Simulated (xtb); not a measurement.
xtb 6.7.1, GFN2-xTB: Zn(k2OAc)2(NH3)2 (CC1[O][Zn]2(<-[NH3])(<-[NH3])([O]C(C)=[O]->2)<-[O]=1), 23 atoms. The geometry is a generated start, not checked to be a minimum at this level.

| Quantity | Value |
|---|---|
| run flags | --grad |
| method | GFN2-xTB |
| --acc | 1 (default) |
| --etemp (K) | 300 (default) |
| basis functions | 56 |
| valence electrons | 64 |

```xyz
23

Zn     0.2913     0.0012    -0.2780
C     -2.3653     2.7864    -0.1884
C     -1.2804     1.7335    -0.2537
O     -0.6117     1.4770     0.7716
O     -1.0360     1.1633    -1.3400
H     -3.1804     2.5174    -0.8533
H     -2.7183     2.8877     0.8328
H     -1.9465     3.7358    -0.5169
C      0.1888    -2.8519     2.3140
C      0.2641    -1.7843     1.2481
O      1.3258    -1.1440     1.0804
O     -0.7375    -1.5629     0.5305
H     -0.4905    -3.6394     1.9995
H      1.1783    -3.2499     2.5182
H     -0.2017    -2.3995     3.2240
N      2.0391     1.2711    -0.5142
H      2.5302     1.1216     0.3610
H      1.7227     2.2339    -0.5358
H      2.6865     1.1257    -1.2796
N      0.6023    -1.1974    -2.0680
H      0.1035    -2.0523    -1.8507
H      1.5336    -1.4394    -2.3833
H      0.1021    -0.7336    -2.8182
```

Charge 0 and multiplicity 1 are set for this test and not shown to be the ground state.

One run each on 1 thread. Values of broydamp tried: 0.02, 0.05, 0.1, 0.2, 0.4 (default), 0.6, 0.8, 1.

Q: How does the count of SCC iterations change with broydamp, and where is it least?

A: Fewest SCC iterations, within one of each other: 0.4 (default) with 11, 0.6 with 11, 0.8 with 12. The count rises to 19 at 0.02. All converge to one solution.

```
broydamp       SCC iterations            end
-------------  --------------  -------------
0.02                       19  same solution
0.05                       17  same solution
0.1                        15  same solution
0.2                        13  same solution
0.4 (default)              11  same solution
0.6                        11  same solution
0.8                        12  same solution
1                          13  same solution
```
